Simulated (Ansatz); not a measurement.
Data:

```xyz
2
Lattice="0.0000 2.7533 2.7533 2.7533 0.0000 2.7533 2.7533 2.7533 0.0000" Properties=species:S:1:pos:R:3 pbc="T T T"
Ga     0.0000     0.0000     0.0000
P      1.3766     1.3766     1.3766
```

All values below come from PBE with spin-orbit coupling, rigid bands (plane waves, PAW; Ansatz, a program for electronic structure). Condition of this run: functional PBE, cell relaxed with it. Geometry: cell and atoms relaxed with PBE.

Predict the electron conductivity mass (n e² τ/σ) at 300 K, by direction if it differs.

0.21 mₑ.

What conductivity effective mass do dilute holes have at 300 K?

0.51 mₑ.

And the band gap?

1.55 eV at this level; semilocal functionals usually fall short of the measured gap.

Rigid bands, one relaxation time for all states, no polarons.
